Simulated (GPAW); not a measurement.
Band structure of Rb3Cd (Pm-3m, 4 atoms in the cell).

```
CELL_PARAMETERS angstrom
      6.43244     0.00000     0.00000
      0.00000     6.43244     0.00000
      0.00000     0.00000     6.43244
ATOMIC_POSITIONS crystal
  Rb 0.00000 0.50000 0.50000
  Rb 0.50000 0.00000 0.50000
  Rb 0.50000 0.50000 0.00000
  Cd 0.00000 0.00000 0.00000
```

Computed with PBEsol, GPAW PAW datasets PBEsol (made by gpaw-setup) (plane waves; GPAW).

Settings: mode = pw; ecut = 550 eV; xc = PBEsol; kpts = 4 4 4; mesh shift (steps) = 0 0 0; occupations.name = fermi-dirac; occupations.width = 0.1 eV; nbands = -8; symmetry.symmorphic = false; symmetry.tolerance = 0.0005; maxiter = 120; bandpath_npoints = 40.

The starting cell comes from a database of computed structures (which also holds hypothetical and non-ambient phases and stackings), without a prior relaxation at this level. Its lattice was rescaled by a random factor within 2.5 % of one.

Levels in eV from the Fermi level, bands 16 to 23:
```
point     16     17     18     19     20    21    22    23
-----  -----  -----  -----  -----  -----  ----  ----  ----
Γ      -8.55  -8.55  -3.58  -0.66   1.11  1.11  1.11  1.31
X      -8.55  -8.55  -3.21  -1.30   0.84  0.96  0.96  1.31
M      -8.55  -8.55  -3.03  -0.49  -0.49  0.01  0.98  2.24
R      -8.55  -8.55  -3.00   0.34   0.34  0.34  0.57  0.57
```

Bands cross the Fermi level along this path, so the cell is metallic at this level.
